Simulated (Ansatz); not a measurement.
Quick settings and what they miss: Ti4H5 (P-42m, 9 atoms in the cell)

Self-consistent single point.

```yaml
crystal:
  lattice:
    - [4.15387, 0.00000, 0.00000]
    - [0.00000, 4.15387, 0.00000]
    - [0.00000, 0.00000, 4.40416]
  atoms:
    - { symbol: Ti, position: [0.74354, 0.25646, 0.75443] }
    - { symbol: Ti, position: [0.25646, 0.25646, 0.24557] }
    - { symbol: Ti, position: [0.25646, 0.74354, 0.75443] }
    - { symbol: Ti, position: [0.74354, 0.74354, 0.24557] }
    - { symbol: H, position: [0.50000, 0.00000, 0.50000] }
    - { symbol: H, position: [0.00000, 0.50000, 0.50000] }
    - { symbol: H, position: [0.50000, 0.00000, 0.00000] }
    - { symbol: H, position: [0.00000, 0.50000, 0.00000] }
    - { symbol: H, position: [0.00000, 0.00000, 0.50000] }
```

Method: PBEsol, PAW files made with PBE (plane waves; Ansatz, a quantum-chemistry and plane-wave program).

Base settings: basis.ecutwfc = 420 eV; kpoints.mp_grid.grid = 8 8 8; kpoints.mp_grid.shift = 0.5 0.5 0.5; hamiltonian.xc = pbesol; hamiltonian.pseudopotentials = {kind: paw} (the program's default PAW files); scf.occupations.method = cold; scf.occupations.width = 0.05 eV.

Tight run (finer mesh or higher cutoff; not a proven limit): basis.ecutwfc: 420 eV → 590 eV; kpoints.mp_grid.grid: 8 8 8 → 11 11 11; scf.convergence.dr2_threshold: default (1e-07 eV) → 1e-09 eV. It gave Fermi level (on the code's own zero) 12.85 eV; pressure 6.48 GPa; largest force (vector length) 0.057 eV/Å.

Quick runs, as changes from the base:
- A: the base itself
- B: basis.ecutwfc: 420 eV → 210 eV; kpoints.mp_grid.grid: 8 8 8 → 4 4 4; hamiltonian.xc: pbesol → lda; scf.occupations.width: 0.05 eV → 0.2 eV [LDA (PW92)]
- C: basis.ecutwfc: 420 eV → 335 eV; kpoints.mp_grid.grid: 8 8 8 → 6 6 6
- D: basis.ecutwfc: 420 eV → 250 eV; kpoints.mp_grid.grid: 8 8 8 → 3 3 3
- E: basis.ecutwfc: 420 eV → 210 eV; kpoints.mp_grid.grid: 8 8 8 → 2 2 2; hamiltonian.xc: pbesol → lda; scf.occupations.method: cold → fermi_dirac; scf.occupations.width: 0.05 eV → 0.2 eV [LDA (PW92)]
- F: basis.ecutwfc: 420 eV → 250 eV; kpoints.mp_grid.grid: 8 8 8 → 1 1 1; hamiltonian.xc: pbesol → lda [LDA (PW92)]

Energies are extrapolated to zero smearing width, which holds to low order in the width alone.

Dashes: energy of B, E, F, another energy zero.

† marks runs with another functional, U, potentials or spin treatment: their distance from the tight run is not a convergence error alone.

The count of work is k-points × plane waves × bands × iterations; it is no time. 

Pressures in the table are Ansatz's without its Pulay estimate, at a fixed set of plane waves; the tight run's value above holds the estimate.

The starting cell comes from a database of computed structures (which also holds hypothetical and non-ambient phases and stackings), without a prior relaxation at this level. Its lattice was rescaled by a random factor within 2.5 % of one. Spin polarisation is off. In the base run, with a pressure of about 6 GPa the cell is away from its equilibrium volume at this level.

```tsv
run	energy less tight (meV/atom)	pressure less tight (GPa)	largest miss in a force vector (eV/Å)	count of work / tight
A	1.6	-0.10	0.010	0.17
B†	–	-98.53	0.431	0.0087
C	9.2	-1.26	0.017	0.054
D	256.7	-31.52	0.174	0.012
E†	–	-100.09	0.467	0.0015
F†	–	-7.35	0.646	0.0035
```

Among the runs at the tight run's level, the energy misses run from 1.6 to 256.7 meV/atom.

Keys are those of Ansatz 0.2.
